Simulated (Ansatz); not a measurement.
We consider cubic perovskite BaHfO3, described by PBE (PAW; Ansatz, an electronic-structure program).

Run with plane-wave cutoff 520 eV, 8×8×8 k mesh, Fermi–Dirac smearing 0.01 eV, scalar-relativistic PAW data made under PBE.

Pressure at four volumes; x = ln(V/14.884 Å³). One pressure is withheld.

| V (Å³/atom) | x | P (GPa) |
|---|---|---|
| 13.991 | -0.0619 | ? |
| 14.288 | -0.0409 | 6.95 |
| 14.884 | 0.0000 | 0.00 |
| 15.777 | 0.0583 | -7.96 |

Problem. Pass a parabola P(x) through the three rows shown, estimate the bulk modulus and its pressure derivative near zero pressure, and predict the withheld pressure.

Solution. Slopes between the rows: (0.00 − (6.95))/(0.0000 − (-0.0409)) = -169.93 and (-7.96 − (0.00))/(0.0583 − (0.0000)) = -136.54 GPa. Their difference over the span 0.0992 is c = 33.39/0.0992 = 336.6 GPa, so P(x) = 6.95 + (-169.93)(x − (-0.0409)) + 336.6 (x − (-0.0409))(x − (0.0000)). At the middle row B = −dP/dx = −[-169.93 + 336.6 × 0.0409] = 156.2 GPa, and B′ = dB/dP = 2c/B = 4.3. At x = -0.0619 the parabola gives 10.96 GPa; the run gives 11.02 GPa. The Birch–Murnaghan fit to the energies at all volumes has B0 = 155 GPa and B′ = 4.4.

Note: the relaxation could not lower the start's symmetry, so the cell can be a saddle point above a distorted one.

Spin–orbit coupling is not included.
